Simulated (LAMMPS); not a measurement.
LAMMPS 22 Jul 2025, classical MD, Vashishta (SiC.vashishta): SiC, 5832 atoms.

- task = MD, nve
- potential = Vashishta, SiC.vashishta
- copies of the repeat unit = 9×9×9
- shape (slab and sphere leave vacuum in the box) = bulk
- neighbor skin = 2 Å
- neigh_modify = every 1 delay 0 check yes
- newton = on (default)
- atom_modify sort (bins of 2 Å where set) = 1000 (default)
- comm_style = brick (default)
- box = 39.2 × 39.2 × 39.2 Å
- start = generated zinc blende lattice, warmed in an untimed run

All runs start from one configuration, warmed at this fixed volume for 1000 steps under a thermostat at 2000 K. The run at the shortest step has a mean temperature of 2020 K and a mean pressure of 11.9 GPa.

Each run covers about 2.0 ps at constant energy (mean temperature 2020 K at the shortest step); σ is the standard deviation over the printed steps. Single runs; times are not shown.

Steps tried: 0.5 fs, 1 fs, 2 fs, 2.5 fs, 4 fs, 5 fs, 8 fs, 10 fs, 16 fs, 20 fs, 32 fs.

**Question.** Choose the longest time step that keeps σ(total energy)/σ(kinetic energy) under 2 %.

**Answer.** 1 fs. The run fails or blows up at 5 fs, 8 fs, 10 fs, 16 fs, 20 fs, 32 fs.

```
time step  σ(E total)/σ(E kinetic)  last minus first total energy (meV/atom)  mean temperature (K)
---------  -----------------------  ----------------------------------------  --------------------
0.5 fs                      0.0017                                   −0.0060                  2020
1 fs                        0.0070                                    −0.041                  2010
2 fs                         0.029                                     +0.24                  2000
2.5 fs                       0.048                                     +0.29                  1990
4 fs                           2.1                                       +31                  1990
5 fs             stops: Lost atoms                                         —                     —
8 fs             stops: Lost atoms                                         —                     —
10 fs            stops: Lost atoms                                         —                     —
16 fs            stops: Lost atoms                                         —                     —
20 fs            stops: Lost atoms                                         —                     —
32 fs            stops: Lost atoms                                         —                     —
```

The bar is a choice.
